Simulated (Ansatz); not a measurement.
## C on the N site + 1 H in zinc-blende BN

Computed with PBE, PAW (plane waves to 420 eV; Ansatz, a program for electronic structure). The supercell holds 64 host sites (2×2×2 repeats of the unit cell), with a 2×2×2 shifted k-point sampling for the final energies. Sites at the start: the N site; H antibonding at the dopant. Finite-size correction: monopole term and site-potential alignment. Dielectric constants: PBE linear response of the host. Host gap at this level: 4.46 eV. Finite-size and sampling errors can reach tenths of an eV here. PBE underestimates the host's gap, which shifts levels and can delocalise carriers. Spin–orbit coupling is left out. Each state is the lowest found from its start.

```json
[
 {"charge": "+1*", "moment (μB)": "quenched", "largest move off a lattice site (Å)": "0.14", "image correction with alignment (eV)": "–"},
 {"charge": "0", "moment (μB)": "not spin-polarised", "largest move off a lattice site (Å)": "0.11", "image correction with alignment (eV)": "0.00"}
]
```

* At this level the carrier isn't localised at the defect: at charge +1 holes occupy the valence band. Such a state is shallow or no state of the defect, and this cell gives it no level.

Starting moments that weren't kept: charge +1 began with 1 μB and ended with 0.0.

No other site or start that was run ended lower by more than 0.1 eV.

Flagged in the runs: a doubtful potential alignment.
